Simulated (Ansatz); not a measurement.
TiAl3 (I4/mmm, No. 139) was calculated with PBE-D3(BJ) in Ansatz (PAW).

Settings: plane-wave cutoff 520 eV, 20×20×20 k mesh, Fermi–Dirac smearing 0.05 eV, no spin polarisation, scalar-relativistic PAW data made under PBE.

Shape and atoms are relaxed at each volume.

Pressure at four volumes; x = ln(V/15.292 Å³). One pressure is withheld.

```json
[
 {"V (Å³/atom)": "14.680", "x": "-0.0408", "P (GPa)": "?"},
 {"V (Å³/atom)": "14.986", "x": "-0.0202", "P (GPa)": "2.41"},
 {"V (Å³/atom)": "15.292", "x": "0.0000", "P (GPa)": "-0.01"},
 {"V (Å³/atom)": "15.904", "x": "0.0392", "P (GPa)": "-4.17"}
]
```

### Question
Pass a parabola P(x) through the three rows shown, estimate the bulk modulus and its pressure derivative near zero pressure, and predict the withheld pressure.

### Answer
Slopes between the rows: (-0.01 − (2.41))/(0.0000 − (-0.0202)) = -119.80 and (-4.17 − (-0.01))/(0.0392 − (0.0000)) = -106.12 GPa. Their difference over the span 0.0594 is c = 13.68/0.0594 = 230.3 GPa, so P(x) = 2.41 + (-119.80)(x − (-0.0202)) + 230.3 (x − (-0.0202))(x − (0.0000)). At the middle row B = −dP/dx = −[-119.80 + 230.3 × 0.0202] = 115.1 GPa, and B′ = dB/dP = 2c/B = 4.0. At x = -0.0408 the parabola gives 5.07 GPa; the run gives 5.08 GPa. The Birch–Murnaghan fit to the energies at all volumes has B0 = 115 GPa and B′ = 4.1.

Note: the bulk modulus comes from volumes at which shape and atoms were relaxed.

Ansatz is a program for electronic structure.
